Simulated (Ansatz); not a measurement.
Worked example: self-consistent single point of LaFe2AsN (Cmcm, 10 atoms in the cell) in Ansatz (an electronic-structure program).

Level of theory: PBEsol, default PAW files made with PBE (plane waves; Ansatz).

```xyz
10
Lattice="1.8945 -5.5482 0.0000 1.8945 5.5482 0.0000 0.0000 0.0000 7.1129" Properties=species:S:1:pos:R:3 pbc="T T T"
La     1.8945    -0.4487     5.3347
La     1.8945     0.4487     1.7782
Fe     1.8945    -3.6748     6.7182
Fe     1.8945     3.6748     0.3947
Fe     1.8945     3.6748     3.1617
Fe     1.8945    -3.6748     3.9511
As     1.8945     2.5812     5.3347
As     1.8945    -2.5812     1.7782
N      0.0000     0.0000     0.0000
N      0.0000     0.0000     3.5564
```
Moments meant for the start (each program seeds them in its own way; μB, in the order of the atoms La La Fe Fe Fe Fe As As N N): 0.0 0.0 4.0 4.0 4.0 4.0 0.0 0.0 0.0 0.0.

Reference input (self-consistent single point, DFT, PBEsol, plane waves, default PAW files made with PBE): kpoints.mp_grid.grid = 6 6 3; hamiltonian.xc = pbesol; hamiltonian.pseudopotentials = {kind: paw} (the program's default PAW files); magnetization.spin_polarized = true; scf.occupations.method = methfessel_paxton; scf.occupations.width = 0.0073 Ry. This run's input differs from it in these lines:

Ansatz 0.2 input:
```diff
@@ -24,3 +24,3 @@
 scf:
-  occupations: { method: methfessel_paxton, width: 0.0073 Ry }
+  occupations: { method: methfessel_paxton, width: 0.0037 Ry }
 output:
```

The program printed (abridged):

```
SCF iter   1: F=—  HF=-40511.647230 eV  |F-HF|=—  |Δ(HF+E_count)|=         —  Δρ=1.21e-1 (↑1.21e-1 ↓3.58e-2)  dr2=2.09e1  dr2_m=7.06e0  M=10.121 μB ∫|m|=11.226 μB  β_m=0.30  ethr=3.10e-3  ⟨swp⟩=6.1  Hψ=15052  notcnv=0
Mixer restart at iter 1: flushing history
all-band conjugate gradients solve this SCF's bands
preconditioner: auto → Kerker (q_TF=auto, 2.652 Å⁻¹)
spin=Collinear: Kerker preconditioning applied to the charge; magnetization (m = ρ↑ − ρ↓) channel mixes plain (no charge-response kernel on spin).
   [... lines left out ...]
SCF iter  19: F=—  HF=-40508.391253 eV  |F-HF|=—  |Δ(HF+E_count)|=   1.27e-5  S|Δr|=    0.00e0  Δρ=3.26e-5 (↑1.32e-5 ↓3.26e-5)  dr2=1.10e-6  dr2_m=5.29e-7  M=7.841 μB ∫|m|=8.600 μB  β_m=0.73  ethr=9.93e-10  ⟨swp⟩=3.0  Hψ=9016  notcnv=0  defer=725
SCF iter  20: F=-40508.391254 eV  HF=-40508.391254 eV  |F-HF|=4.55e-8  |Δ(HF+E_count)|=   8.98e-7  S|Δr|=    0.00e0  Δρ=6.83e-6 (↑4.91e-6 ↓6.83e-6)  dr2=8.86e-8  dr2_m=1.90e-8  M=7.851 μB ∫|m|=8.609 μB  ethr=7.94e-11  ⟨swp⟩=10.7  Hψ=25512  notcnv=0
SCF 1 converged in 20 iterations: F = -40508.391254 eV  dr2 = 8.86e-8
WARN: an SCF from antiferromagnetic starting moments (0.00, 0.00, -4.00, -4.00, 4.00, 4.00, 0.00, 0.00, 0.00, 0.00 Bohr magnetons, atom by atom) was not made, …
   [... lines left out ...]
Absolute magnetization: 8.6159 μB (∫|ρ↑−ρ↓|, with the PAW one-centre terms)
Free energy (F): -40508.391254 eV
Fermi energy:    15.233794 eV
   [... lines left out ...]
  atom  10  N     -0.00000000     0.00000000    -0.00000000
--- Stress (GPa, compression-positive) ---
       -6.583307       0.000000       0.000000
        0.000000      -7.613555       0.000000
        0.000000       0.000000      -6.565264
  P = ⅓ Tr σ = -6.9207 GPa (-69.207 kbar)
  The stress holds the Pulay correction. Without it, at fixed plane waves, as pw.x and ABINIT print it: P = -7.0838 GPa
```

The run converged in 20 iterations. Against the reference run the free energy is nearly the same (within 1 meV/atom), the pressure goes from -7.06 to -6.92 GPa, the largest force goes from 0.083 to 0.063 eV/Å and the size of the net moment hardly changes (0.77 to 0.79 μB/atom).

The starting cell comes from a database of computed structures (which also holds hypothetical and non-ambient phases and stackings), without a prior relaxation at this level. The magnetic order is the one reached from the typed start; others were not searched systematically. The program warned that, by what it read of turns of the moments, another magnetic order lies lower. With a pressure of about -7 GPa the cell is away from its equilibrium volume at this level. Ansatz's pressure includes its estimate of the finite-basis (Pulay) stress.

Cost on one core of a shared machine: roughly 50 s.
